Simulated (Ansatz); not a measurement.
Sn on the 1x1 (111) surface of fcc Pd, one in a 2x2 cell, energies for each (26.9 Å²). Energies are against an atom of beta tin, without zero-point or thermal terms; each row is named by its start.

These are PBE (plane waves to 420 eV, PAW; Ansatz, an electronic-structure program) values and carry that method's errors.

Model: 17-atom slab, 6.8 Å thick at the start under the adsorbate (thin: gaps and levels are the slab's own), 6x6x1 mesh, Fermi-Dirac 0.1 eV, dipole correction, 8 atoms held, the rest relaxed; each run with such symmetry as its start has; spin where the adsorbate may keep a moment, no spin-orbit, no U, no dispersion correction.

A negative adsorption energy means that the adsorbate is more stable on the surface than in its reference. Starts that drift may end in the same place. Heights count from the host atoms within 0.3 Å of the top one.

```tsv
starting site	E_ads (eV)	height (Å)	nearest host atom (Å)	bonded to	Δ work function (eV)	lateral drift (Å)	moment (μB)
top Pd	-0.80	2.00	Pd 2.43	Pd	-1.16	0.0	0.0
hollow Pd-Pd-Pd over Pd at depth 2.3 Å	-1.60	2.02	Pd 2.60	3 Pd	-1.03	0.0	–
hollow Pd-Pd-Pd over Pd at depth 4.5 Å	-1.58	2.02	Pd 2.61	3 Pd	-1.00	0.0	–
bridge Pd-Pd (span 2.8 Å)	-1.60	2.02	Pd 2.61	3 Pd	-1.03	0.8	–
```
